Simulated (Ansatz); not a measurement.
A relaxation of cell and atoms of V₃Si (Pm-3n, 8 atoms in the cell) with Ansatz (a first-principles code).

Level of theory: PBE, PAW files (plane waves; Ansatz).

```yaml
crystal:
  lattice:
    - [4.61341, 0.00000, 0.00000]
    - [0.00000, 4.61341, 0.00000]
    - [0.00000, 0.00000, 4.61341]
  atoms:
    - { symbol: V, position: [0.25000, 0.00000, 0.50000], spin: 2.0 }
    - { symbol: V, position: [0.75000, 0.00000, 0.50000], spin: 2.0 }
    - { symbol: V, position: [0.50000, 0.75000, 0.00000], spin: 2.0 }
    - { symbol: V, position: [0.50000, 0.25000, 0.00000], spin: 2.0 }
    - { symbol: V, position: [0.00000, 0.50000, 0.75000], spin: 2.0 }
    - { symbol: V, position: [0.00000, 0.50000, 0.25000], spin: 2.0 }
    - { symbol: Si, position: [0.00000, 0.00000, 0.00000] }
    - { symbol: Si, position: [0.50000, 0.50000, 0.50000] }
```
(The spins are starting values, not results.)

Reference input (self-consistent single point, DFT, PBE, plane waves, PAW files): basis.ecutwfc = 420 eV; kpoints.mp_grid.grid = 5 5 5; hamiltonian.xc = pbe; hamiltonian.pseudopotentials = {kind: paw} (the program's default PAW files); magnetization.spin_polarized = true; scf.occupations.method = fermi_dirac; scf.occupations.width = 0.1 eV. This run's input differs from it in these lines:

```diff
@@ -26,2 +26,4 @@
   occupations: { method: fermi_dirac, width: 0.1 }
+relax:
+  cell: {}
 output:
```

The program printed (abridged):

```
   [... SCF lines of the steps left out ...]
relax step   1: F+E_penalty+E_count = -18749.79718452 eV  Δ(F+E_penalty+E_count) = +0.000e0 eV  max|allowed force component| = 9.469e-18 eV/Å  Δτ_max = 0.0000 Å  P = +12.509 GPa  Ω = 98.189 Å³  (13 SCF iters, dr2 threshold 1.00e-7 eV, accepted)
relax step   2: F+E_penalty+E_count = -18750.00458942 eV  Δ(F+E_penalty+E_count) = -2.074e-1 eV  max|allowed force component| = 1.099e-17 eV/Å  Δτ_max = 0.0000 Å  P = +1.275 GPa  Ω = 103.351 Å³  energy of the carried Pulay correction = -7.094e-3 eV  [...]
   [... lines left out ...]
relax step   4: F+E_penalty+E_count = -18750.00636520 eV  Δ(F+E_penalty+E_count) = +5.585e-5 eV  max|allowed force component| = 3.946e-17 eV/Å  Δτ_max = 0.0000 Å  P = +0.001 GPa  Ω = 104.027 Å³  energy of the carried Pulay correction = -7.997e-3 eV  [...]
relax step   5: F+E_penalty+E_count = -18750.01442903 eV  Δ(F+E_penalty+E_count) = -8.064e-3 eV  max|allowed force component| = 3.845e-17 eV/Å  Δτ_max = 0.0000 Å  P = +0.017 GPa  Ω = 104.027 Å³  stress off target by 1.71e-2 GPa  SCF on the basis [...]
basis re-selected at this cell: Δ(F+E_penalty+E_count) = -8.064e-3 eV, ΔP = +0.016 GPa vs the last step
the relaxation is at rest under the 48 symmetry operations that the run kept from its start: a minimum is not shown …
the relaxation's final electronic state is not compared with the one that a single-point calculation of its input finds at the relaxed geometry …
Magnetization: -0.0000 μB (43.0000 up, 43.0000 down)
   [... lines left out ...]
Absolute magnetization: 0.0000 μB (∫|ρ↑−ρ↓|, with the PAW one-centre terms)
Free energy (F): -18750.014429 eV
Fermi energy:    15.813838 eV
  cell:  # Å, volume = 104.0275 Å³
   [... lines left out ...]
    - { symbol: V, position: [1.3754938786403941e-35, 0.49999999999999994, 0.7499999999999999] }
    - { symbol: V, position: [1.018774255899445e-35, 0.49999999999999994, 0.24999999999999997] }
    - { symbol: Si, position: [2.0885084579047408e-36, 1.2638066634250728e-36, -2.717863792312002e-38] }
    - { symbol: Si, position: [0.49999999999999994, 0.49999999999999994, 0.49999999999999994] }
```

The run converged.  The full log also holds: “iter 9 did not close the SCF: its close was put off for a magnetic moment that had not settled (scf_convergence_deferred on its scf_iter line)”. The full log also holds: “iter 10 did not close the SCF: its close was put off for a magnetic moment that had not settled (scf_convergence_deferred on its scf_iter line)”.

Summary of the result:
Free energy E − TS (on the zero of these files): -18750.0144 eV
Fermi level (on the code's own zero): 15.81 eV
Pressure: 0.02 GPa
Size of the cell's spin moment: 0.00 μB
Final cell: a = b = c = 4.703 Å, α = β = γ = 90.00°
Final volume per atom: 13.00 Å³
Relaxation steps: 5

The starting cell comes from a database of computed structures (which also holds hypothetical and non-ambient phases and stackings), without a prior relaxation at this level. Its lattice was rescaled by a random factor within 2.5 % of one. The starting moments vanished: the run ended non-magnetic, which need not be the lowest state. The program warned that a starting moment was not kept. The relaxation keeps the symmetry of its start, so its end need not be a minimum. Ansatz's pressure includes its estimate of the finite-basis (Pulay) stress.

Cost on one core of a shared machine: roughly 70 s.

Keys are those of Ansatz 0.2.
